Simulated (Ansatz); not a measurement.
BAs: response to strain

Take BAs in the zinc blende structure (space group F-43m, No. 216; a = 4.784 Å) as the base. Axes: x, y, z lie along the cube axes.

Strains are applied to the cell and any free atomic positions relax; under biaxial strain the out-of-plane vector relaxes too.

Method: r2SCAN, PAW, 500 eV (Ansatz, a program for electronic structure; no spin-orbit coupling).

Notes on the quantities. energy relative to the base: free energy F; pressure: mean of the normal stresses, compression positive.

```csv
variant,energy relative to the base,pressure,out-of-plane strain,band gap,smallest direct gap
base,0 meV/atom,0.00 GPa,–,1.38 eV,3.44 eV
"biaxial strain +0.50 %, plane normal [001], relaxed out of plane",+0.7 meV/atom,-1.07 GPa,-0.23 %,1.27 eV,3.35 eV
"biaxial strain +1.00 %, plane normal [001], relaxed out of plane",+2.7 meV/atom,-2.09 GPa,-0.46 %,1.17 eV,3.26 eV
"biaxial strain +1.50 %, plane normal [001], relaxed out of plane",+6.0 meV/atom,-3.07 GPa,-0.69 %,1.06 eV,3.17 eV
"biaxial strain +2.00 %, plane normal [001], relaxed out of plane",+11 meV/atom,-4.02 GPa,-0.92 %,0.96 eV,3.08 eV
"biaxial strain +2.50 %, plane normal [001], relaxed out of plane",+16 meV/atom,-4.92 GPa,-1.16 %,0.86 eV,3.00 eV
"biaxial strain +3.00 %, plane normal [001], relaxed out of plane",…,…,…,…,…
```

Some entries are withheld; estimate them.


- biaxial strain +3.00 %, plane normal [001], relaxed out of plane, energy relative to the base: +23 meV/atom
- biaxial strain +3.00 %, plane normal [001], relaxed out of plane, pressure: -5.80 GPa
- biaxial strain +3.00 %, plane normal [001], relaxed out of plane, out-of-plane strain: -1.39 %
- biaxial strain +3.00 %, plane normal [001], relaxed out of plane, band gap: 0.76 eV
- biaxial strain +3.00 %, plane normal [001], relaxed out of plane, smallest direct gap: 2.92 eV

Stability against distortions was not tested.
